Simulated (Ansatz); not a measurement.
**A computed series for NiSi: pressure series**

The reference is NiSi (space group Pnma, No. 62; a = 5.190 Å, b = 3.350 Å, c = 5.624 Å; non-magnetic).

Cell and atoms are relaxed at each pressure.

Level of theory: PBE (Ansatz, a quantum-chemistry and plane-wave program), scalar-relativistic without spin-orbit coupling.

```csv
pressure (GPa),volume per atom (Å³/atom)
0,12.224
1.8,12.095
4.2,11.935
9,?
18,11.174
30,10.646
```

Fit the third-order Birch–Murnaghan form P(V) = (3B₀/2)[(V₀/V)^(7/3) − (V₀/V)^(5/3)]·[1 + (3/4)(B₀′ − 4)((V₀/V)^(2/3) − 1)] (squares taken in P) to the rows shown and predict the withheld row.

Least squares on the printed values gives V₀ = 12.221 Å³/atom, B₀ = 173 GPa, B₀′ = 3.4; this predicts 11.647 Å³/atom, and the run gives 11.645 Å³/atom, 0.002 lower.

Load acts through the strain it causes; cell and atoms are relaxed under it. Stability against distortions was not tested. Competing high-pressure phases were not computed. Seeded moments were not kept for the base. The final runs are not spin-polarised.
